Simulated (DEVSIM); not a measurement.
System: abrupt Si p-n junction, at 300 K.

Layer 1 from the left is Si, thickness (μm) 32.0, Na (cm⁻³) 2.1e16, τn (s) 0.00026, τp (s) 0.00026. Layer 2 from the left is Si, thickness (μm) 5.80, Nd (cm⁻³) 1.4e14, τn (s) 0.00026, τp (s) 0.00026.

Left contact: ohmic. Right contact: ohmic. Voltage is applied to the left contact. Recombination: SRH at mid-gap, radiative. Mobility is μmin + (μ − μmin)/(1 + (N/Nref)^α).

Constants are typed, rounded textbook-type inputs, not results; the design itself was drawn at random and stands for no fabricated device. Values at 300 K.

Si: gap (eV) 1.124, affinity (eV) 4.05, permittivity 11.7, Nc (cm⁻³) 2.86e19, Nv (cm⁻³) 3.1e19, μn (cm²/Vs) 1417, μp (cm²/Vs) 470, μn,min 52, μp,min 45, Nref,n 9.7e16, Nref,p 2.2e17, αn 0.68, αp 0.72, B (cm³/s) 4.7e-15.

### Question
Estimate by hand the built-in potential, the peak field at zero bias, and compare with a numerical solution.

### Answer

- Built-in potential: ni = √(Nc Nv) exp(−Eg/2kT) = 1.08e10 cm⁻³ with Eg = 1.124 eV; Vbi = kT/q ln(Na Nd/ni²) = 0.619 V; numerical 0.619 V.
- Peak field at zero bias: depletion approximation: W = √(2εVbi/(qN)) = 2.40 μm with N = 1.39e14 cm⁻³; field = 2Vbi/W = 5160 V/cm; numerical 8820 V/cm (estimate below by 42 %).

DEVSIM, 1D drift-diffusion, Boltzmann statistics, complete ionisation; no tunnelling, impact ionisation, image-force lowering or self-heating.
